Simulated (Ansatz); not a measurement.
**Ru: biaxial strain +0.50 %, plane normal [001], relaxed out of plane**

Take Ru in the hcp (Mg type) structure (space group P6_3/mmc, No. 194; a = 2.722 Å, c = 4.294 Å; relaxed with 0.1 eV smearing) as the base. Axes: x lies along a and z along c of the hexagonal cell.

Modification: tensile biaxial strain of 0.50 % in the plane normal to [001], as in epitaxy on a mismatched substrate; the out-of-plane cell vector and the atoms relax.

Computed with plane-wave PAW DFT at the PBE level (Ansatz, a quantum-chemistry and plane-wave program, 420 eV), without spin-orbit coupling. k-mesh 24×24×14 (Γ-centred); smearing 0.1 eV (Fermi–Dirac).

- Volume per atom = 13.88 Å³ (base 13.78 Å³)
- Space group = P6_3/mmc (No. 194) (base P6_3/mmc (No. 194))
- Shortest interatomic distance = 266.1 pm (base 266.1 pm)
- Pressure (mean of the normal stresses, compression positive) = -2.1 GPa (base 0.0 GPa)
- Band gap = zero (base zero)
- Out-of-plane strain = -0.27 %
- Mean in-plane stress (compression positive) = -3.2 GPa

Stability against distortions was not tested. The final runs are not spin-polarised.
